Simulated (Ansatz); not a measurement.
CuI: isotropic strain +3.00 %

Base system: CuI in the zinc blende structure (space group F-43m, No. 216; a = 6.079 Å).

One thing is altered: the cell is scaled by 1.0300 in all directions; the atoms relax in the strained cell.

All numbers come from DFT with PBE, PAW potentials and a 420 eV plane-wave cutoff in Ansatz (an electronic-structure program), scalar-relativistic without spin-orbit coupling. Γ-centred 9×9×9 mesh, Fermi–Dirac width 0.05 eV.

```csv
quantity,base,changed,shift
volume per atom,28.09 Å³,30.69 Å³,+2.60 Å³
space group,F-43m (No. 216),F-43m (No. 216),–
shortest interatomic distance,4.975 bohr,5.124 bohr,+0.149 bohr
energy relative to the base (free energy F),0 meV/atom,+24 meV/atom,+24 meV/atom
pressure,-0.01 GPa,-2.74 GPa,-2.735 GPa
band gap,1.10 eV,0.89 eV,-0.21 eV
gap character,direct at Γ,direct at Γ,–
mean gap deformation potential ΔEg/Δln V,–,-2.3 eV,–
width of the top valence band,1.47 eV,1.19 eV,-0.28 eV
electron mass,0.15 mₑ (at Γ),0.15 mₑ (at Γ),–
"hole mass (degenerate bands, along [100])","0.22, 0.75, 0.75 mₑ (at Γ)","0.22, 0.90, 0.90 mₑ (at Γ)",–
"valley order (the lowest conduction-band minima on the path, energy above the VBM, named in the base's zone)",Γ 1.10 eV; L along ⟨111⟩ 2.13 eV,Γ 0.89 eV; L along ⟨111⟩ 2.06 eV,–
```

With I present, leaving out spin-orbit coupling can change the band edges. Masses are band curvatures over ±0.01 Å⁻¹ around the edge. Whether these cells are dynamically stable was not tested. All final runs are without spin polarisation.
